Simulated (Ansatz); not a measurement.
Relaxation of the outer planes of the (100) surface of fcc Pt in its 1x1 cell (the real clean face reconstructs), outermost plane spacing 1.98 Å in the ideal cut.

Calculation: PBE (plane waves to 420 eV, PAW; Ansatz, a first-principles code).

Set-up: 6 atoms, 9.9 Å thick at the start (thin: gaps and levels are the slab's own); mesh 13x13x1; 0.1 eV smearing; dipole correction on; all atoms relaxed; start symmetry kept, larger cells not searched; no spin, no spin-orbit, no U.

```json
[
 {"plane": "1", "atoms": "Pt", "bulk spacing to the next (Å)": "1.985", "relaxed spacing (Å)": "1.934", "change (%)": "-2.6", "rumpling (Å)": "0.00"},
 {"plane": "2", "atoms": "Pt", "bulk spacing to the next (Å)": "1.985", "relaxed spacing (Å)": "1.982", "change (%)": "-0.2", "rumpling (Å)": "0.00"}
]
```
